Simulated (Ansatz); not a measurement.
System: AlB2-type HfB₂. Method: PBE in Ansatz (plane waves, PAW).

Input:

Ansatz 0.2 input:
```yaml
crystal:
  lattice:
    - [1.5727300689, -2.724048386, 0.0]
    - [1.5727300689, 2.724048386, 0.0]
    - [0.0, 0.0, 3.4864748031]
  atoms:
    - { symbol: Hf, position: [0.0, 0.0, 0.0] }
    - { symbol: B, position: [0.3333333333, 0.6666666667, 0.5] }
    - { symbol: B, position: [0.6666666667, 0.3333333333, 0.5] }
basis:
  ecutwfc: 520
  ecutrho_ratio: 4
  xc_grid: 2
kpoints:
  mp_grid: { grid: [24, 24, 16] }
hamiltonian:
  xc: pbe
  dispersion: none
  pseudopotentials: { kind: paw }
scf:
  occupations: { method: fermi_dirac, width: 0.05 }
  convergence: { dr2_threshold: 0.0000000003 }
output:
  forces: true
  stress: true
  eigenvalues: true
```

Excerpt of the program's output:

```
Crystal: 3 atoms, lattice volume = 29.873 Å³
Basis set: ecut = 520 eV, 799 PW (Γ), exchange–correlation on 48×48×54 points (8 copies of the dense FFT grid, shifted against one another)
Bands: 20, of which v1, the nominal top of the filled ones, is band 16 counted from 1 (15 counted from 0)
Symmetry: 24 space group operations
Space group: P6/mmm (ITA 191), of the structure as read, at distance tolerance 3.1e-5 Å
k-points: 549 of 9216
Functional: x = pbe(κ = 0.804, μ = 0.2195149727645171), c = pbe(β = 0.06672455060314922)
SCF iter   1: F=—  HF=-16036.219898 eV  |F-HF|=—  |Δ(HF+E_count)|=         —  Δρ=1.84e-3  dr2=1.54e-3
SCF iter   2: F=—  HF=-16036.219616 eV  |F-HF|=—  |Δ(HF+E_count)|=   2.82e-4  Δρ=1.07e-3  dr2=6.60e-4
  ...
SCF iter   6: F=—  HF=-16036.219394 eV  |F-HF|=—  |Δ(HF+E_count)|=   6.54e-8  Δρ=6.71e-6  dr2=1.17e-8
SCF iter   7: F=-16036.219394 eV  HF=-16036.219394 eV  |F-HF|=2.07e-10  |Δ(HF+E_count)|=   4.99e-9  Δρ=1.18e-6  dr2=2.71e-10
SCF 1 converged in 7 iterations: F = -16036.219394 eV  dr2 = 2.71e-10
SCF converged after 7 iterations
Free energy (F): -16036.219394 eV
Internal energy: -16036.217341 eV  (E = F + TS)
E sigma→0 (E₀):  -16036.218367 eV
Fermi energy:    20.470036 eV
--- Forces (eV/Å), atoms counted from 1 ---
  atom   1  Hf    -0.00000000     0.00000000     0.00000000
  atom   2  B     -0.00000000    -0.00000000     0.00000000
  atom   3  B      0.00000000     0.00000000     0.00000000
--- Stress (GPa, compression-positive) ---
        0.009281       0.000000       0.000000
        0.000000       0.009281       0.000000
        0.000000       0.000000       0.002131
  P = ⅓ Tr σ = 0.0069 GPa (0.069 kbar)
```

Cost on a shared machine: very roughly 19 core-seconds.

Ansatz is an electronic-structure program.
